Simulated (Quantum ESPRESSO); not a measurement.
## Sensitivity of a calculation on Sr₅Sn₂As₆ (Pbam, 26 atoms in the cell) to its settings

```yaml
crystal:
  lattice:
    - [12.50079, 0.00000, 0.00000]
    - [0.00000, 14.12012, 0.00000]
    - [0.00000, 0.00000, 4.25206]
  atoms:
    - { symbol: Sr, position: [0.62092, 0.25743, 0.00000] }
    - { symbol: Sr, position: [0.37908, 0.74257, 0.00000] }
    - { symbol: Sr, position: [0.12092, 0.24257, 0.00000] }
    - { symbol: Sr, position: [0.87908, 0.75743, 0.00000] }
    - { symbol: Sr, position: [0.86962, 0.43195, 0.00000] }
    - { symbol: Sr, position: [0.13038, 0.56805, 0.00000] }
    - { symbol: Sr, position: [0.36962, 0.06805, 0.00000] }
    - { symbol: Sr, position: [0.63038, 0.93195, 0.00000] }
    - { symbol: Sr, position: [0.50000, 0.50000, 0.00000] }
    - { symbol: Sr, position: [0.00000, 0.00000, 0.00000] }
    - { symbol: Sn, position: [0.78598, 0.10408, 0.50000] }
    - { symbol: Sn, position: [0.21402, 0.89592, 0.50000] }
    - { symbol: Sn, position: [0.28598, 0.39592, 0.50000] }
    - { symbol: Sn, position: [0.71402, 0.60408, 0.50000] }
    - { symbol: As, position: [0.57826, 0.10159, 0.50000] }
    - { symbol: As, position: [0.42174, 0.89841, 0.50000] }
    - { symbol: As, position: [0.07826, 0.39841, 0.50000] }
    - { symbol: As, position: [0.92174, 0.60159, 0.50000] }
    - { symbol: As, position: [0.66962, 0.42269, 0.50000] }
    - { symbol: As, position: [0.33038, 0.57731, 0.50000] }
    - { symbol: As, position: [0.16962, 0.07731, 0.50000] }
    - { symbol: As, position: [0.83038, 0.92269, 0.50000] }
    - { symbol: As, position: [0.86786, 0.19555, 0.00000] }
    - { symbol: As, position: [0.13214, 0.80445, 0.00000] }
    - { symbol: As, position: [0.36786, 0.30445, 0.00000] }
    - { symbol: As, position: [0.63214, 0.69555, 0.00000] }
```

Base run A: PBEsol, GBRV 1.5 ultrasoft (PBESOL) pseudopotentials run with Quantum ESPRESSO, self-consistent single point.

Its settings: ecutwfc = 40 Ry; ecutrho = 200 Ry; occupations = smearing; smearing = cold; degauss = 0.0036749 Ry; potentials = {Sr: sr_pbesol_v1.uspp.F.UPF, Sn: sn_pbesol_v1.4.uspp.F.UPF, As: as_pbesol_v1.uspp.F.UPF}; K_POINTS = automatic 1 1 3 0 0 0; conv_thr = 1e-10 Ry; mixing_beta = 0.3.

The starting cell comes from a database of computed structures (which also holds hypothetical and non-ambient phases and stackings), without a prior relaxation at this level. Its lattice was rescaled by a random factor within 2.5 % of one.

ΔF is the free energy per atom less that of run A. A dash stands where there is no value to compare (another energy zero or no entropy term, no result, no spin, no clean gap, or a mesh too coarse for one). Absolute energies have different zeros for different potentials, functionals, Hubbard and dispersion terms and are not compared across them.

| run | change | ΔF (meV/atom) | pressure (GPa) | largest force (eV/Å) | gap on the mesh (eV) | valence electrons |
|---|---|---|---|---|---|---|
| A | base | 0.00 | -0.39 | 0.275 | 0.107 | 216 |
| B | ecutwfc: 40 Ry → 52 Ry; ecutrho: 200 Ry → 260 Ry | -17.1 | -0.65 | 0.276 | 0.107 | 216 |
| C | ecutrho: 200 Ry → 120 Ry | -0.13 | -0.37 | 0.276 | 0.107 | 216 |
| D | degauss: 0.0036749 Ry → 0.036749 Ry | 8.0 | -0.43 | 0.322 | – | 216 |
| E | vdw_corr: default → grimme-d3; dftd3_version: default → 4; dftd3_threebody: default → true [PBEsol-D3(BJ) with three-body term] | – | -2.19 | 0.279 | 0.107 | 216 |
| F | conv_thr: 1e-10 Ry → 7.3e-14 Ry | 0.00 | -0.39 | 0.275 | 0.107 | 216 |
| G | degauss: 0.0036749 Ry → 0.02205 Ry | 2.2 | -0.36 | 0.266 | – | 216 |
| H | ecutwfc: 40 Ry → 85 Ry; ecutrho: 200 Ry → default; pseudopotentials: {Sr: sr_pbesol_v1.uspp.F.UPF, Sn: sn_pbesol_v1.4.uspp.F.UPF, As: as_pbesol_v1.uspp.F.UPF} → {Sr: Sr.upf, Sn: Sn.upf, As: As.upf} | – | -0.45 | 0.252 | 0.113 | 336 |

Run H against A: The pressure moves little (-0.39 to -0.45 GPa), the largest force goes from 0.275 to 0.252 eV/Å and the gap on the mesh goes from 0.107 to 0.113 eV.

Run G against A: The free energy rises by 2.2 meV/atom, the pressure hardly changes (-0.39 to -0.36 GPa) and the largest force goes from 0.275 to 0.266 eV/Å.
